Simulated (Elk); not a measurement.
**A self-consistent single point of FePt (P4/mmm, 2 atoms in the cell) with Elk**

Level of theory: PBE, all-electron FP-LAPW, Elk's shipped species files, APW+lo basis with extra local orbitals (Elk).

The input file:

```
tasks
  0

xctype
  20

spinpol
  .true.

reducebf
  0.5

rgkmax
  7.5

gmaxvr
  14.0

nxlo
  2

lorbcnd
  .true.

rmtscf
  0.86

lmaxi
  3

nempty
  10

stype
  0

swidth
  0.00367493

avec
    5.1400550590    0.0000000000    0.0000000000
    0.0000000000    5.1400550590    0.0000000000
    0.0000000000    0.0000000000    7.0108839224

sppath
  'species/'

atoms
  2   : nspecies
  'Fe.in'   : spfname
  1   : natoms; atposl, bfcmt below
  0.0000000000  0.0000000000  0.0000000000    0.0 0.0 -1.5
  'Pt.in'   : spfname
  1   : natoms; atposl, bfcmt below
  0.5000000000  0.5000000000  0.5000000000    0.0 0.0 0.0

ngridk
  9 9 7
```

Output, abridged:

```
│ Elk code version 10.2.4 │

All units are atomic (Hartree, Bohr, etc.)

│ Ground-state run starting from atomic densities │

Lattice vectors :
   5.140055059       0.000000000       0.000000000
   0.000000000       5.140055059       0.000000000
   0.000000000       0.000000000       7.010883922

Unit cell volume      :    185.2287171
Brillouin zone volume :    1.339156354

Muffin-tin inner radius fraction :   0.1000000000E-01

Nuclei treated as point charges

Species :    1 (Fe)
 parameters loaded from : Fe.in
 name : iron
 nuclear charge    :   -26.00000000
 electronic charge :    26.00000000
 atomic mass :    101799.2074
 muffin-tin radius :    2.064000000
 number of radial points in muffin-tin :    497
 atomic positions (lattice), magnetic fields (Cartesian) :
   1 :   0.00000000  0.00000000  0.00000000    0.00000000  0.00000000 -1.50000000

Species :    2 (Pt)
 parameters loaded from : Pt.in
 name : platinum
 nuclear charge    :   -78.00000000
 electronic charge :    78.00000000
 atomic mass :    355605.4398
 muffin-tin radius :    2.408000000
 number of radial points in muffin-tin :    697
 atomic positions (lattice), magnetic fields (Cartesian) :
   1 :   0.50000000  0.50000000  0.50000000    0.00000000  0.00000000  0.00000000

Total number of atoms per unit cell :    2

Spin treatment :
 spin-polarised
 global magnetic field (Cartesian) :    0.000000000       0.000000000       0.000000000
 collinear magnetisation in z-direction

Number of Bravais lattice symmetries :   16
Number of crystal symmetries         :   16
Crystal has inversion symmetry
Real symmetric eigensolver will be used

k-point grid :      9     9     7
k-point offset :    0.000000000       0.000000000       0.000000000
k-point set is reduced with full crystal symmetry group
Total number of k-points :       60

Muffin-tin radius times maximum |G+k| :    7.500000000
 using average radius
   [... lines left out ...]
 potential will be trimmed for |G| > 2 gkmax
Constant for pseudocharge density :    8
Radial integration step length :    4

G-vector grid sizes :     24    24    32
Number of G-vectors :     8651

Maximum angular momentum used for
 APW functions                      :    8
 outer part of muffin-tin           :    6
 inner part of muffin-tin           :    3

Total nuclear charge    :   -104.0000000
Total core charge       :    58.00000000
Total valence charge    :    46.00000000
Total excess charge     :    0.000000000
Total electronic charge :    104.0000000

Effective Wigner radius, rₛ :   0.7519612424

Number of empty states         :   20
Total number of valence states :   86
Total number of core states    :   58

Conduction state local-orbitals added automatically
Total number of local-orbitals :  183

Exchange-correlation functional :     20     0     0
 Perdew-Burke-Ernzerhof, Phys. Rev. Lett. 77, 3865 (1996)
 gradient requirement :    1
 generalised gradient approximation (GGA)

Smearing type :    0
 Gaussian
Smearing width :   0.3674930000E-02
Effective electronic temperature (K) :    1160.451112

Mixing type :    3
 Broyden mixing, J. Phys. A: Math. Gen. 17, L317 (1984)

Kohn-Sham potential initialised from atomic data
│ Self-consistent loop started │
│ Loop number : 1 │
 total energy                :     -19684.3367925
 total moment                :    1.834295609
│ Loop number : 2 │
 total energy                :     -19688.3183484
 total moment                :    2.009099082
RMS change in Kohn-Sham potential (target) :    2.577326761     (  0.1000000000E-05)
Absolute change in total energy (target)   :    3.981555920     (  0.1000000000E-03)
│ Loop number : 3 │
 total energy                :     -19682.6160620
 total moment                :    1.719156193
RMS change in Kohn-Sham potential (target) :    2.599790878     (  0.1000000000E-05)
Absolute change in total energy (target)   :    4.706897451     (  0.1000000000E-03)
│ Loop number : 4 │
 total energy                :     -19684.0842922
 total moment                :    1.661424097
RMS change in Kohn-Sham potential (target) :    2.437283235     (  0.1000000000E-05)
Absolute change in total energy (target)   :   0.2915058493     (  0.1000000000E-03)
│ Loop number : 5 │
 total energy                :     -19708.8313709
   [... lines left out ...]
 total moment                :   -3.233029566
RMS change in Kohn-Sham potential (target) :   0.4395116523E-05 (  0.1000000000E-05)
Absolute change in total energy (target)   :   0.2854689956E-03 (  0.1000000000E-03)
│ Loop number : 19 │
 total energy                :     -19719.7125913
 total moment                :   -3.233142177
RMS change in Kohn-Sham potential (target) :   0.1207611463E-05 (  0.1000000000E-05)
Absolute change in total energy (target)   :   0.2332306867E-03 (  0.1000000000E-03)
│ Loop number : 20 │
 total energy                :     -19719.7125415
 total moment                :   -3.233173361
RMS change in Kohn-Sham potential (target) :   0.3222146917E-06 (  0.1000000000E-05)
Absolute change in total energy (target)   :   0.1080638722E-03 (  0.1000000000E-03)
│ Loop number : 21 │
 total energy                :     -19719.7125301
 total moment                :   -3.233192300
RMS change in Kohn-Sham potential (target) :   0.1241832961E-06 (  0.1000000000E-05)
Absolute change in total energy (target)   :   0.3847146945E-04 (  0.1000000000E-03)
Convergence targets achieved

│ Loop number : 22 │

Energies :
 Fermi                       :     0.415008975039
 sum of eigenvalues          :     -12063.2295862
 electron kinetic            :      22399.6001594
 core electron kinetic       :      21435.6301123
 Coulomb                     :     -41705.8607202
 Coulomb potential           :     -33922.5026207
 nuclear-nuclear             :     -1583.25679801
 electron-nuclear            :     -46322.7052237
 Hartree                     :      6200.10130151
 Madelung                    :     -24744.6094099
 xc potential                :     -540.154027765
 xc effective B-field        :    -0.172431830588
 external B-field            :      0.00000000000
 exchange                    :     -407.488459593
 correlation                 :     -5.96350234766
 total energy                :     -19719.7125227
 (external B-field energy excluded from total)

Density of states at Fermi energy :    29.30389889
 (states/Hartree/unit cell)

Estimated indirect band gap :   0.6950524558E-03
 from k-point     30 to k-point      9
Estimated direct band gap   :   0.4194502320E-02
 at k-point     30

Charges :
 core                        :    58.00000000
 valence                     :    46.00000000
 interstitial                :    3.621435060
 muffin-tins (core leakage)
  species :    1 (Fe)
   atom    1                 :    24.13843038     (  0.5484324106E-10)
  species :    2 (Pt)
   atom    1                 :    76.24013456     (  0.1210986148E-02)
 total in muffin-tins        :    100.3785649
 total calculated charge     :    103.9986169
 total charge                :    104.0000000
 error                       :   0.1383057658E-02

Moments :
 interstitial                :  -0.4722125241E-02
 muffin-tins
  species :    1 (Fe)
   atom    1                 :   -2.870468476
  species :    2 (Pt)
   atom    1                 :  -0.3580117168
 total in muffin-tins        :   -3.228480192
 total moment                :   -3.233202318

│ Self-consistent loop stopped │
```

The run converged in 22 iterations. The count includes the last loop, which Elk runs after its targets are met.

The starting cell has typed, rounded lattice constants, without a prior relaxation at this level. Spin-orbit coupling is off. The magnetic order is the one reached from the typed start; others were not searched systematically. Values depend on the basis (sphere radii, cutoffs, local orbitals), which need not be converged. The log's line on a gap gives a spacing of levels on this mesh, which the program prints for metals too.

Cost on one core of a shared machine: roughly 2 min.
